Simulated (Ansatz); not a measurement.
```yaml
crystal:
  lattice:
    - [2.31528, 1.33673, 4.20807]
    - [-2.31528, 1.33673, 4.20807]
    - [0.00000, -2.67346, 4.20807]
  atoms:
    - { symbol: Al, position: [0.64821, 0.64821, 0.64821] }
    - { symbol: Al, position: [0.14821, 0.14821, 0.14821] }
    - { symbol: Al, position: [0.35179, 0.35179, 0.35179] }
    - { symbol: Al, position: [0.85179, 0.85179, 0.85179] }
    - { symbol: O, position: [0.75000, 0.44309, 0.05691] }
    - { symbol: O, position: [0.05691, 0.75000, 0.44309] }
    - { symbol: O, position: [0.25000, 0.55691, 0.94309] }
    - { symbol: O, position: [0.55691, 0.94309, 0.25000] }
    - { symbol: O, position: [0.94309, 0.25000, 0.55691] }
    - { symbol: O, position: [0.44309, 0.05691, 0.75000] }
```

No spin polarisation.

Calculations: Ansatz (a quantum-chemistry and plane-wave program), PBEsol, PAW, cutoff 420 eV, no spin-orbit coupling. Γ-centred 8×8×8 mesh, Fermi–Dirac width 0.05 eV.

### Question
Predict the width of the top valence band, band gap, valence-band top at Γ and electron mass.

### Answer
The width of the top valence band is 0.76 eV, the band gap is 7.19 eV and the valence-band top at Γ (three highest levels, from the VBM) is 0.00, -0.08, -0.08 eV. The electron mass comes out as 0.46 mₑ along c, 0.41 mₑ across (at Γ).

The cells carry an imposed strain or load. Effective masses come from finite differences of ±0.01 Å⁻¹. Stability against distortions was not tested. The cell was made from Al2O3 in the corundum structure (space group R-3c, No. 167) by this change: isotropic strain −3.00 %.
